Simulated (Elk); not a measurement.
Elk run on Lu (Pm-3m, 1 atom in the cell): self-consistent single point

Computed with PBE, all-electron FP-LAPW, Elk's shipped species files, LAPW+lo basis in Elk 10.2.4.

The input file:

```
tasks
  0

xctype
  20

rgkmax
  7.5

gmaxvr
  16.0

nxoapwlo
  1

stype
  1

swidth
  0.00367493

maxscl
  100

scale
  6.076059085

avec
    1.0000000000    0.0000000000    0.0000000000
    0.0000000000    1.0000000000    0.0000000000
    0.0000000000    0.0000000000    1.0000000000

atoms
  1
  'Lu.in'
  1
  0.0000000000  0.0000000000  0.0000000000    0.0 0.0 0.0

ngridk
  12 12 12
```

Output (repeated stretches shortened):

```
│ Elk code version 10.2.4 │

All units are atomic (Hartree, Bohr, etc.)

│ Ground-state run starting from atomic densities │

Lattice vectors :
   6.076059085       0.000000000       0.000000000
   0.000000000       6.076059085       0.000000000
   0.000000000       0.000000000       6.076059085

Unit cell volume      :    224.3189509
Brillouin zone volume :    1.105792500

Muffin-tin inner radius fraction :   0.1000000000E-01

Nuclei treated as point charges

Species :    1 (Lu)
 parameters loaded from : Lu.in
 name : lutetium
 nuclear charge    :   -71.00000000
 electronic charge :    71.00000000
 atomic mass :    318945.3295
 muffin-tin radius :    2.800000000
 number of radial points in muffin-tin :    697
 atomic positions (lattice), magnetic fields (Cartesian) :
   1 :   0.00000000  0.00000000  0.00000000    0.00000000  0.00000000  0.00000000

Total number of atoms per unit cell :    1

Spin treatment :
 spin-unpolarised

Number of Bravais lattice symmetries :   48
Number of crystal symmetries         :   48
Crystal has inversion symmetry
Real symmetric eigensolver will be used

k-point grid :     12    12    12
k-point offset :    0.000000000       0.000000000       0.000000000
k-point set is reduced with full crystal symmetry group
Total number of k-points :       84

Muffin-tin radius times maximum |G+k| :    7.500000000
 using average radius
Maximum |G+k| for APW functions       :    2.678571429
Maximum (1/2)|G+k|²                   :    3.587372449
Maximum |G| for potential and density :    16.00000000
 potential will be trimmed for |G| > 2 gkmax
Constant for pseudocharge density :   11
Radial integration step length :    4

G-vector grid sizes :     32    32    32
Number of G-vectors :    15515

Maximum angular momentum used for
 APW functions                      :    8
 outer part of muffin-tin           :    6
 inner part of muffin-tin           :    1

Total nuclear charge    :   -71.00000000
Total core charge       :    46.00000000
Total valence charge    :    25.00000000
Total excess charge     :    0.000000000
Total electronic charge :    71.00000000

Effective Wigner radius, rₛ :   0.9102758113

Number of empty states         :    4
Total number of valence states :   17
Total number of core states    :   46

Total number of local-orbitals :   27

Exchange-correlation functional :     20     0     0
 Perdew-Burke-Ernzerhof, Phys. Rev. Lett. 77, 3865 (1996)
 gradient requirement :    1
 generalised gradient approximation (GGA)

Smearing type :    1
 Methfessel-Paxton order 1, Phys. Rev. B 40, 3616 (1989)
Smearing width :   0.3674930000E-02
Effective electronic temperature (K) :    1160.451112

Mixing type :    3
 Broyden mixing, J. Phys. A: Math. Gen. 17, L317 (1984)

Kohn-Sham potential initialised from atomic data

│ Self-consistent loop started │
│ Loop number : 1 │
 total energy                :     -14575.5079185
│ Loop number : 2 │
 total energy                :     -14575.8350978
RMS change in Kohn-Sham potential (target) :   0.1853120773     (  0.1000000000E-05)
Absolute change in total energy (target)   :   0.3271793902     (  0.1000000000E-03)
│ Loop number : 3 │
 total energy                :     -14576.2990638
RMS change in Kohn-Sham potential (target) :   0.1743859475     (  0.1000000000E-05)
Absolute change in total energy (target)   :   0.5457608429     (  0.1000000000E-03)
│ Loop number : 4 │
 total energy                :     -14577.7491944
RMS change in Kohn-Sham potential (target) :   0.1227832841     (  0.1000000000E-05)
Absolute change in total energy (target)   :    1.586570782     (  0.1000000000E-03)
│ Loop number : 5 │
 total energy                :     -14579.7681592
RMS change in Kohn-Sham potential (target) :   0.4946453506E-01 (  0.1000000000E-05)
Absolute change in total energy (target)   :    2.415607504     (  0.1000000000E-03)
│ Loop number : 6 │
 total energy                :     -14580.8105041
RMS change in Kohn-Sham potential (target) :   0.1370330416E-01 (  0.1000000000E-05)
Absolute change in total energy (target)   :    1.646246804     (  0.1000000000E-03)
│ Loop number : 7 │
 total energy                :     -14581.2213754
RMS change in Kohn-Sham potential (target) :   0.2549326979E-03 (  0.1000000000E-05)
Absolute change in total energy (target)   :   0.8224329986     (  0.1000000000E-03)
│ Loop number : 8 │
 total energy                :     -14581.2340378
RMS change in Kohn-Sham potential (target) :   0.2008103581E-03 (  0.1000000000E-05)
Absolute change in total energy (target)   :   0.2182706044     (  0.1000000000E-03)
│ Loop number : 9 │
 total energy                :     -14581.2290070
RMS change in Kohn-Sham potential (target) :   0.1199175511E-03 (  0.1000000000E-05)
Absolute change in total energy (target)   :   0.4953685205E-01 (  0.1000000000E-03)
│ Loop number : 10 │
 total energy                :     -14581.2183736
RMS change in Kohn-Sham potential (target) :   0.2904025237E-04 (  0.1000000000E-05)
Absolute change in total energy (target)   :   0.1750798758E-02 (  0.1000000000E-03)
│ Loop number : 11 │
 total energy                :     -14581.2172587
RMS change in Kohn-Sham potential (target) :   0.2878141429E-04 (  0.1000000000E-05)
Absolute change in total energy (target)   :   0.6771501958E-03 (  0.1000000000E-03)
│ Loop number : 12 │
 total energy                :     -14581.2179204
RMS change in Kohn-Sham potential (target) :   0.1161365146E-04 (  0.1000000000E-05)
Absolute change in total energy (target)   :   0.4923534234E-03 (  0.1000000000E-03)
│ Loop number : 13 │
 total energy                :     -14581.2183731
RMS change in Kohn-Sham potential (target) :   0.1746541806E-05 (  0.1000000000E-05)
Absolute change in total energy (target)   :   0.5758030729E-03 (  0.1000000000E-03)
│ Loop number : 14 │
 total energy                :     -14581.2184408
RMS change in Kohn-Sham potential (target) :   0.3029542281E-06 (  0.1000000000E-05)
Absolute change in total energy (target)   :   0.2117020595E-03 (  0.1000000000E-03)
│ Loop number : 15 │
 total energy                :     -14581.2184566
RMS change in Kohn-Sham potential (target) :   0.7250832503E-07 (  0.1000000000E-05)
Absolute change in total energy (target)   :   0.6871080404E-04 (  0.1000000000E-03)
Convergence targets achieved

│ Loop number : 16 │

Energies :
 Fermi                       :     0.198698341466
 sum of eigenvalues          :     -8921.59151475
 electron kinetic            :      16254.2810695
 core electron kinetic       :      15763.1331334
 Coulomb                     :     -30533.1437067
 Coulomb potential           :     -24780.5056296
 nuclear-nuclear             :     -978.289491767
 electron-nuclear            :     -34329.2028002
 Hartree                     :      4774.34858529
 Madelung                    :     -18142.8908919
 xc potential                :     -395.366954679
 exchange                    :     -298.147519494
 correlation                 :     -4.20830539050
 total energy                :     -14581.2184620

Density of states at Fermi energy :    39.12663787
 (states/Hartree/unit cell)

Estimated indirect band gap :   0.1833392148E-02
 from k-point      3 to k-point     14
Estimated direct band gap   :   0.5273620219E-02
 at k-point     30

Charges :
 core                        :    46.00000000
 valence                     :    25.00000000
 interstitial                :    1.823318172
 muffin-tins (core leakage)
  species :    1 (Lu)
   atom    1                 :    69.17668183     (  0.6308595459E-06)
 total in muffin-tins        :    69.17668183
 total calculated charge     :    70.99638877
 total charge                :    71.00000000
 error                       :   0.3611234119E-02

│ Self-consistent loop stopped │
```

The run converged in 16 iterations. The count includes the last loop, which Elk runs after its targets are met.

The starting cell was generated: these elements placed on a structure prototype, without a prior relaxation; it need not be a known phase or ordering of this composition. Spin-orbit coupling is off. Values depend on the basis (sphere radii, cutoffs, local orbitals), which need not be converged. The log's line on a gap gives a spacing of levels on this mesh, which the program prints for metals too.
